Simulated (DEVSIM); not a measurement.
System: Si p-n junction from an implanted or diffused profile, at 300 K.

| layer (left to right) | material | thickness (μm) | Nd (cm⁻³) | τn (s) | τp (s) |
|---|---|---|---|---|---|
| 1 | Si | 120 | 1.6e16 | 7.2e-6 | 7.2e-6 |

Added acceptor profile: 5e17 cm⁻³ × exp(−(x − 0 μm)²/(2·(0.23 μm)²)). Left contact: ohmic. Right contact: ohmic. Voltage is applied to the left contact. Recombination: SRH at mid-gap, radiative. Mobility is constant in doping. Where it depends on doping, it is μmin + (μ − μmin)/(1 + (N/Nref)^α).

The device is made up for the run: typed textbook-type constants, with dimensions and the other settings drawn at random. Values at 300 K. The table also holds parameters that only a changed run uses.

| parameter | Si |
|---|---|
| gap (eV) | 1.124 |
| affinity (eV) | 4.05 |
| permittivity | 11.7 |
| Nc (cm⁻³) | 2.86e19 |
| Nv (cm⁻³) | 3.1e19 |
| μn (cm²/Vs) | 1417 |
| μp (cm²/Vs) | 470 |
| μn,min | 52 |
| μp,min | 45 |
| Nref,n | 9.7e16 |
| Nref,p | 2.2e17 |
| αn | 0.68 |
| αp | 0.72 |
| B (cm³/s) | 4.7e-15 |
| Cn (cm⁶/s) | 2.8e-31 |
| Cp (cm⁶/s) | 9.9e-32 |

Model (solved in DEVSIM): 1D drift-diffusion, Boltzmann statistics, complete ionisation; no tunnelling, impact ionisation, image-force lowering or self-heating.

Base results: potential step across the device at zero bias (V) 0.823; dark forward voltage at 1 A/cm² (V) 0.616.

Question: What follows from this one change: peak of the profile 5e+17 → 5e+16 cm^-3?

Answer: potential step across the device at zero bias 0.823 → 0.754 V; dark forward voltage at 1 A/cm² 0.616 → 0.538 V.

Question: What follows from this one change: straggle of the profile 0.23 → 0.12 μm?

Answer: potential step across the device at zero bias little changed (0.823 V); dark forward voltage at 1 A/cm² 0.616 → 0.598 V.

Question: What follows from this one change: thickness of layer 1 120 → 600 μm?

Answer: potential step across the device at zero bias little changed (0.823 V); dark forward voltage at 1 A/cm² 0.616 → 0.631 V.

Question: What follows from this one change: doping-dependent mobility in place of the constant one?

Answer: potential step across the device at zero bias little changed (0.823 V); dark forward voltage at 1 A/cm² 0.616 → 0.644 V.
